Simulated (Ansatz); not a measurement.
The parent structure is CsPbBr3 in the cubic perovskite structure (space group Pm-3m, No. 221).

```
CELL_PARAMETERS angstrom
      6.00278     0.00000     0.00000
      0.00000     6.00278     0.00000
      0.00000     0.00000     6.00278
ATOMIC_POSITIONS crystal
  Cs 0.00000 0.00000 0.00000
  Pb 0.50000 0.50000 0.50000
  Br 0.50000 0.00000 0.50000
  Br 0.00000 0.50000 0.50000
  Br 0.50000 0.50000 0.00000
```

All numbers come from PBE (Ansatz, a quantum-chemistry and plane-wave program), without spin-orbit coupling.

Base values:

- Electron mass: 0.091, 0.84, 0.84 mₑ (at R)
- Hole mass: 0.18 mₑ (at R)
- Lattice parameter a: 6.003 Å

Perturbation: hydrostatic tension (pressure −1 GPa).

### Question
Estimate the effect on the electron mass, hole mass and lattice parameter a.

### Answer
The electron mass (degenerate bands, along [100]) changes from 0.091, 0.84, 0.84 mₑ (at R) to 0.100, 0.92, 0.92 mₑ (at R); the hole mass goes from 0.18 mₑ (at R) to 0.21 mₑ (at R); the lattice parameter a rises by 0.126 Å, from 6.003 Å to 6.129 Å.

Spin-orbit coupling, missing from the scalar runs, can matter with Pb. The levels and masses belong to the bands next to the band gap. Load acts through the strain it causes; cell and atoms are relaxed under it. Effective masses come from finite differences of ±0.01 Å⁻¹. No phonon test of stability was made. Many cubic perovskites are stable only at high temperature; tilts and polar distortions were not tested. This is not the structure that CsPbBr3 has at room temperature and ambient pressure.
